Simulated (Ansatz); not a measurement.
**InGaAs2 (P-4m2, No. 115, 4 atoms in the cell; start mp-1223781)**

The numbers are results of PBEsol+SOC in Ansatz (plane waves, PAW), not measurements.

Numerical settings: plane-wave cutoff 520 eV, 14×14×10 k mesh (along the axes of the cell as run), Fermi–Dirac smearing 0.05 eV, PAW data made under PBE.

Cell (relaxed with PBEsol):

```cif
data_As2GaIn
_chemical_formula_sum 'In1 Ga1 As2'
_space_group_name_H-M_alt 'P-4m2'
_space_group_IT_number 115
_space_group_name_Hall 'P -4 -2'
_cell_length_a 4.14312
_cell_length_b 4.14312
_cell_length_c 5.90539
_cell_angle_alpha 90.000
_cell_angle_beta 90.000
_cell_angle_gamma 90.000
loop_
_atom_site_label
_atom_site_type_symbol
_atom_site_symmetry_multiplicity
_atom_site_Wyckoff_symbol
_atom_site_fract_x
_atom_site_fract_y
_atom_site_fract_z
_atom_site_occupancy
In1 In 1 d 0.00000 0.00000 0.50000 1
Ga1 Ga 1 b 0.50000 0.50000 0.00000 1
As1 As 2 g 0.00000 0.50000 0.23028 1
```

```yaml
band_gap: 0.09 eV (under three smearing widths, so not firm)
```

The computed numbers hold no vibrational or temperature effects.

The result took roughly 5 core-minutes.

A start named mp-… is a Materials Project structure, which need not be a measured phase.

Ansatz is a first-principles code.
